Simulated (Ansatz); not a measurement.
Base system: AlRu in the CsCl type structure (space group Pm-3m, No. 221; a = 2.955 Å; relaxed with 0.1 eV smearing). Axes: x, y, z lie along the cube axes.

Level of theory: LDA/PAW in Ansatz (an electronic-structure program), no spin-orbit coupling.

Strains are applied to the cell and any free atomic positions relax.

One change was made to it. Results:

```csv
quantity,base,after
energy relative to the base (free energy F),0 meV/atom,+0.4 meV/atom
"pressure (mean of the normal stresses, compression positive)",0.0 GPa,-1.1 GPa
shortest interatomic distance,2.559 Å,2.563 Å
```

### Question
What was done to the base?
(A) uniaxial strain ε_zz = −2.00 %
(B) uniaxial strain ε_zz = +2.50 %
(C) uniaxial strain ε_zz = +0.50 %

### Answer
C, uniaxial strain ε_zz = +0.50 %. For comparison, the energy relative to the base in the other runs: uniaxial strain ε_zz = +2.50 % gives +8.4 meV/atom; uniaxial strain ε_zz = −2.00 % gives +6.0 meV/atom.

Whether these cells are dynamically stable was not tested. All final runs are without spin polarisation.
